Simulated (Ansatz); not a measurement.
AlRu, pressure series

Consider AlRu in the CsCl type structure (space group Pm-3m, No. 221).

```cif
data_AlRu
_chemical_formula_sum 'Al1 Ru1'
_space_group_name_H-M_alt 'P 1'
_space_group_IT_number 1
_cell_length_a 3.00370
_cell_length_b 3.00370
_cell_length_c 3.00370
_cell_angle_alpha 90.000
_cell_angle_beta 90.000
_cell_angle_gamma 90.000
loop_
_space_group_symop_operation_xyz
  'x, y, z'
loop_
_atom_site_label
_atom_site_type_symbol
_atom_site_fract_x
_atom_site_fract_y
_atom_site_fract_z
_atom_site_occupancy
Al1 Al 0.50000 0.50000 0.50000 1
Ru1 Ru 0.00000 0.00000 0.00000 1
```

Cell and atoms are relaxed at each pressure.

All numbers come from PBE/PAW in Ansatz (a program for electronic structure), no SOC.

Notes on the quantities. enthalpy: H = E + PV relative to the base's energy.

| case | enthalpy | density |
|---|---|---|
| base | – | 7.85 g/cm³ |
| pressure −2 GPa | -0.17 eV/atom | 7.77 g/cm³ |
| pressure −1 GPa | -0.08 eV/atom | 7.81 g/cm³ |
| pressure 0.9 GPa | +0.08 eV/atom | ? |
| pressure 2.1 GPa | +0.18 eV/atom | ? |
| pressure 4.5 GPa | +0.38 eV/atom | ? |
| pressure 9 GPa | +0.75 eV/atom | 8.17 g/cm³ |
| pressure 15 GPa | +1.23 eV/atom | 8.36 g/cm³ |
| pressure 22.5 GPa | +1.81 eV/atom | ? |
| pressure 30 GPa | +2.39 eV/atom | 8.80 g/cm³ |

### Question
Fill in the withheld entries from the trend.

### Answer

- pressure 0.9 GPa, density: 7.88 g/cm³
- pressure 2.1 GPa, density: 7.93 g/cm³
- pressure 4.5 GPa, density: 8.01 g/cm³
- pressure 22.5 GPa, density: 8.59 g/cm³

Load acts through the strain it causes; cell and atoms are relaxed under it. Stability against distortions was not tested. Competing high-pressure phases were not computed. All final runs are without spin polarisation.
